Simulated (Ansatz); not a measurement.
# SiC, response to strain

Start from SiC in the wurtzite structure (space group P6_3mc, No. 186).

```
CELL_PARAMETERS angstrom
      3.07595     0.00000     0.00000
     -1.53798     2.66385     0.00000
      0.00000     0.00000     5.04778
ATOMIC_POSITIONS crystal
  Si 0.33333 0.66667 0.99959
  Si 0.66667 0.33333 0.49959
  C  0.33333 0.66667 0.37541
  C  0.66667 0.33333 0.87541
```

Strains are applied to the cell and any free atomic positions relax.

Computed with plane-wave PAW DFT at the PBEsol level (Ansatz, a quantum-chemistry and plane-wave program, 420 eV), no spin-orbit coupling.

Notes on the quantities. energy relative to the base: free energy F.

| change | energy relative to the base | smallest direct gap | band gap | shortest interatomic distance |
|---|---|---|---|---|
| base | 0 meV/atom | 3.86 eV | 2.12 eV | 1.883 Å |
| isotropic strain −3.00 % | +63 meV/atom | 4.04 eV | 1.95 eV | 1.827 Å |
| isotropic strain −2.40 % | ___ | ___ | ___ | 1.838 Å |
| isotropic strain −1.80 % | +22 meV/atom | 3.96 eV | 2.02 eV | 1.850 Å |
| isotropic strain −1.20 % | +9.6 meV/atom | 3.93 eV | 2.06 eV | 1.861 Å |
| isotropic strain −0.60 % | +2.4 meV/atom | 3.89 eV | 2.09 eV | 1.872 Å |

Task: Complete the table.

Result: 
- isotropic strain −2.40 %, energy relative to the base: +40 meV/atom
- isotropic strain −2.40 %, smallest direct gap: 4.00 eV
- isotropic strain −2.40 %, band gap: 1.99 eV

Whether these cells are dynamically stable was not tested.
